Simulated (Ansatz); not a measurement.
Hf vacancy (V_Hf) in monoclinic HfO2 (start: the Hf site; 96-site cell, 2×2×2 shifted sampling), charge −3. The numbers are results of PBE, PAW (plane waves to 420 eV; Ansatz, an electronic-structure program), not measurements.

| Property | Value |
|---|---|
| total energy of the defect cell | -523796.5007 eV |
| total energy of the perfect cell | -539573.7597 eV |
| μ(Hf) in hcp Hf, atoms added −1 | -15721.3624 eV |
| Δμ(Hf), O-rich | -10.381 eV |
| valence-band maximum on the cell's zero | 13.691 eV |
| image correction with alignment | 2.225 eV |
| Fermi level above the maximum | 1.50 eV |

Work out the formation energy.

E_f = E(defect) − E(perfect) − Σ n μ + q (E_VBM + E_F) + E_corr = 15777.259 − (15731.743) + (-45.572) + (2.225) = 2.17 eV.
